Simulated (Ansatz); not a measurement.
## Response to strain in Cu

The reference is Cu in the fcc (Cu type) structure (space group Fm-3m, No. 225; a = 3.5638 Å; relaxed with 0.1 eV smearing). Axes: x, y, z lie along the cube axes.

Strains are applied to the cell and any free atomic positions relax; under biaxial strain the out-of-plane vector relaxes too.

Calculations: Kohn–Sham DFT with the PBEsol functional, run in Ansatz (a program for electronic structure) with PAW and 420 eV plane waves, scalar-relativistic without spin-orbit coupling.

Notes on the quantities. pressure: mean of the normal stresses, compression positive; energy relative to the base: free energy F.

| change | volume per atom | pressure | energy relative to the base |
|---|---|---|---|
| base | 11.32 Å³ | 0.0 GPa | 0 meV/atom |
| biaxial strain −2.50 %, plane normal [111], relaxed out of plane | 10.95 Å³ | 6.4 GPa | +16 meV/atom |
| biaxial strain −2.08 %, plane normal [111], relaxed out of plane | 11.01 Å³ | 5.2 GPa | +11 meV/atom |
| biaxial strain −1.67 %, plane normal [111], relaxed out of plane | 11.07 Å³ | 4.0 GPa | +6.9 meV/atom |
| biaxial strain −0.83 %, plane normal [111], relaxed out of plane | 11.19 Å³ | 1.9 GPa | +1.6 meV/atom |
| biaxial strain −0.42 %, plane normal [111], relaxed out of plane | 11.25 Å³ | 0.9 GPa | +0.4 meV/atom |
| biaxial strain +0.42 %, plane normal [111], relaxed out of plane | 11.38 Å³ | -0.9 GPa | +0.4 meV/atom |
| biaxial strain +0.83 %, plane normal [111], relaxed out of plane | 11.44 Å³ | -1.7 GPa | +1.5 meV/atom |
| biaxial strain +1.25 %, plane normal [111], relaxed out of plane | 11.50 Å³ | -2.5 GPa | +3.4 meV/atom |
| biaxial strain +2.50 %, plane normal [111], relaxed out of plane | 11.67 Å³ | -4.5 GPa | +13 meV/atom |

Stability against distortions was not tested. The final runs are not spin-polarised.
